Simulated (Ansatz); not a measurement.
Base system: B (space group R-3m, No. 166).

```
CELL_PARAMETERS angstrom
      2.44916     1.41402     4.17091
     -2.44916     1.41402     4.17091
      0.00000    -2.82804     4.17091
ATOMIC_POSITIONS crystal
  B  0.00986 0.65442 0.00986
  B  0.99014 0.34558 0.99014
  B  0.00986 0.00986 0.65442
  B  0.99014 0.99014 0.34558
  B  0.65442 0.00986 0.00986
  B  0.34558 0.99014 0.99014
  B  0.22050 0.63176 0.22050
  B  0.77950 0.36824 0.77950
  B  0.22050 0.22050 0.63176
  B  0.77950 0.77950 0.36824
  B  0.63176 0.22050 0.22050
  B  0.36824 0.77950 0.77950
```

Cartesian axes are those of the cell as printed.

The values are results of r2SCAN (Ansatz, a quantum-chemistry and plane-wave program; PAW; 500 eV plane waves; without spin-orbit coupling), earlier PAW set, not measurements.

Strains are applied to the cell and any free atomic positions relax; under stress the whole cell relaxes.

One change was made to it. Results:

```json
[
 {"quantity": "hole mass", "base": "2.0 mₑ along k, 0.19 mₑ across (at T)", "after": "1.9 mₑ along k, 0.20 mₑ across (at T)"},
 {"quantity": "smallest direct gap", "base": "2.04 eV", "after": "2.30 eV"}
]
```

Problem. Name the change that was made.
(A) isotropic strain −5.61 %
(B) isotropic strain +3.22 %
(C) uniaxial strain ε_xx = −4.37 %
(D) uniaxial stress, 2 GPa compression along z
(E) strain tensor (xx, yy, zz, yz, xz, xy) = (+0.17, +1.70, −1.11, +0.23, +0.15, +0.08) %

Solution. E, strain tensor (xx, yy, zz, yz, xz, xy) = (+0.17, +1.70, −1.11, +0.23, +0.15, +0.08) %. For comparison, the hole mass in the other runs: uniaxial strain ε_xx = −4.37 % gives 0.19 mₑ along x, 0.16 mₑ along y, 2.0 mₑ along z (at T); isotropic strain +3.22 % gives 2.3 mₑ along k, 0.22 mₑ across (at T); isotropic strain −5.61 % gives 1.6 mₑ along k, 0.15 mₑ across (at T); uniaxial stress, 2 GPa compression along z gives 2.0 mₑ along k, 0.19 mₑ across (at T).

Effective masses come from finite differences of ±0.01 Å⁻¹. Along k means along the line from Γ to the band edge. Beyond what the load breaks, stability against distortions was not tested.
